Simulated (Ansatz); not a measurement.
Density of states of NaNbSe₂ (P6_3/mmc) above the conduction band minimum, Ansatz (a quantum-chemistry and plane-wave program) with PBEsol, rigid bands; cell volume 159.6 Å³.

(energy from edge (eV), 10⁻³ states/eV/cell): (0.006, 191); (0.031, 471); (0.056, 664); (0.081, 850); (0.106, 1050); (0.131, 1340); (0.156, 1580); (0.181, 1620); (0.206, 1670); (0.231, 1710); (0.256, 1760); (0.281, 1810); (0.319, 1890); (0.344, 1930); (0.369, 2000); (0.394, 2050); (0.419, 2110); (0.444, 2170); (0.469, 2230); (0.494, 2300); (0.519, 2380); (0.544, 2440); (0.569, 2530); (0.594, 2630)

**Question.** What effective density of states at 300 K does this give (∫ g(E) exp(−E/k_BT) dE, both spins, divided by the cell's size)?

**Answer.** 6.3e19 cm⁻³, a density-of-states mass of 1.85 mₑ, valleys and band degeneracy included.

Spin-orbit coupling is left out. Geometry: cell and atoms relaxed with PBEsol.

Formula and space group known from diffraction (Crystallography Open Database), not checked to be the room-temperature form: NaNbSe2 (P6_3/mmc).
